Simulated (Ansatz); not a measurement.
System: BP (P6₃mc, No. 186, 4 atoms in the cell; start mp-1008559; a measured phase of this formula has another space group). Method: r²SCAN0 in Ansatz (plane waves, PAW).

Run with plane-wave cutoff 520 eV, 9×9×6 k mesh (along the axes of the cell as run), Fermi–Dirac smearing 0.01 eV, scalar-relativistic PAW data made under PBE.

The cell is the one relaxed with PBEsol. Conventional cell: a = 3.1792 Å, b = 3.1792 Å, c = 5.2743 Å, α = 90.00°, β = 90.00°, γ = 120.00°.

```yaml
crystal:
  lattice:
    - [3.17924, 0.00000, 0.00000]
    - [-1.58962, 2.75330, 0.00000]
    - [0.00000, 0.00000, 5.27427]
  atoms:
    - { symbol: B, position: [0.66667, 0.33333, 0.50045] }
    - { symbol: B, position: [0.33333, 0.66667, 0.00045] }
    - { symbol: P, position: [0.66667, 0.33333, 0.87455] }
    - { symbol: P, position: [0.33333, 0.66667, 0.37455] }
```

Q: List the 10 lowest band energies at Γ above −25 eV (eV, relative to the valence band maximum), grouping those that round alike.

A: At Γ: -18.19, -14.48, -10.87, -2.46 (×2), -0.49, 0.00 (×2), 4.37 (×2).

Note: the run warned that its exchange threshold was loose for the stress.

A start named mp-… is a Materials Project structure, which need not be a measured phase.

Ansatz is an electronic-structure program.
